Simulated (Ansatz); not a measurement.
**rock-salt TaN (1 1 0) on zinc-blende GaSb (1 1 0) (film strained to the substrate, started from cuts of the bulks and a machine-learned relaxation; slabs Ga6Sb6 and N12Ta12, which can lie off the formulas)**

A periodic stack without vacuum, rock-salt TaN (1 1 0) on zinc-blende GaSb (1 1 0) (film strained to the substrate, started from cuts of the bulks and a machine-learned relaxation; slabs Ga6Sb6 and N12Ta12, which can lie off the formulas): substrate slab Ga6Sb6, film N12Ta12, surface cells [[0, -1], [1, -1]] and [[1, 0], [1, 2]], film strained by -0.5 and -0.5 %, outermost planes GaSb/GaSb and NTa/NTa as cut, which need not be the usual terminations and can put a slab off its formula.

The start was prepared with a machine-learned potential, and the result is one local minimum, with the in-plane cell held and forces under 0.04 eV/Å; the film can end far from its bulk form.

These are PBE (plane waves to 420 eV, PAW; Ansatz, a program for electronic structure) values and carry that method's errors. Scalar-relativistic, without spin–orbit coupling; the runs are not spin-polarised. Its k-point mesh 9×5×1, Fermi–Dirac width 0.05 eV.

- interface area: 27.3 Å²
- period: 23.72 Å
- heights between the nearest atoms of the two slabs at the two interfaces: 2.23 and 2.06 Å
- Ga–Ta contacts across the interfaces within 1.22 times the sum of covalent radii: 4, mean 2.82 Å
- Sb–Ta contacts across the interfaces within 1.22 times the sum of covalent radii: 3, mean 2.98 Å
- N–Sb contacts across the interfaces within 1.22 times the sum of covalent radii: 1, mean 2.53 Å

```yaml
crystal:
  lattice:
    - [4.39275, 0.00014, -0.04538]
    - [4.39305, 6.21257, 0.00359]
    - [-3.17490, -1.36612, 23.74854]
  atoms:
    - { symbol: Ga, position: [0.87971, 0.98738, 0.14472] }
    - { symbol: Ga, position: [0.76603, 0.52185, 0.04495] }
    - { symbol: Ga, position: [0.99997, 0.01520, 0.33148] }
    - { symbol: Ga, position: [0.94273, 0.49616, 0.23652] }
    - { symbol: Ga, position: [0.10349, 0.09690, 0.52376] }
    - { symbol: Ga, position: [0.03882, 0.53231, 0.42013] }
    - { symbol: Sb, position: [0.60798, 0.17646, 0.04369] }
    - { symbol: Sb, position: [0.63255, 0.73386, 0.14435] }
    - { symbol: Sb, position: [0.69206, 0.24829, 0.23833] }
    - { symbol: Sb, position: [0.74668, 0.76581, 0.32823] }
    - { symbol: Sb, position: [0.79426, 0.28422, 0.42429] }
    - { symbol: Sb, position: [0.86921, 0.80140, 0.51126] }
    - { symbol: N, position: [0.56782, 0.37984, 0.61916] }
    - { symbol: N, position: [0.07281, 0.89744, 0.62482] }
    - { symbol: N, position: [0.37992, 0.14309, 0.67942] }
    - { symbol: N, position: [0.85079, 0.67266, 0.68757] }
    - { symbol: N, position: [0.12707, 0.90774, 0.74986] }
    - { symbol: N, position: [0.61329, 0.43769, 0.75289] }
    - { symbol: N, position: [0.93351, 0.67697, 0.81152] }
    - { symbol: N, position: [0.42469, 0.21772, 0.81535] }
    - { symbol: N, position: [0.71995, 0.43726, 0.88222] }
    - { symbol: N, position: [0.17251, 0.98292, 0.88671] }
    - { symbol: N, position: [0.48591, 0.21428, 0.93807] }
    - { symbol: N, position: [0.97247, 0.73585, 0.94250] }
    - { symbol: Ta, position: [0.87472, 0.15359, 0.68401] }
    - { symbol: Ta, position: [0.37274, 0.64384, 0.67731] }
    - { symbol: Ta, position: [0.05756, 0.39180, 0.62066] }
    - { symbol: Ta, position: [0.58533, 0.87621, 0.61756] }
    - { symbol: Ta, position: [0.42110, 0.69792, 0.82053] }
    - { symbol: Ta, position: [0.96009, 0.18026, 0.81473] }
    - { symbol: Ta, position: [0.59278, 0.94489, 0.75311] }
    - { symbol: Ta, position: [0.12805, 0.41347, 0.74411] }
    - { symbol: Ta, position: [0.97911, 0.23549, 0.95677] }
    - { symbol: Ta, position: [0.49057, 0.71961, 0.94076] }
    - { symbol: Ta, position: [0.19694, 0.46331, 0.88649] }
    - { symbol: Ta, position: [0.68633, 0.96006, 0.87710] }
```
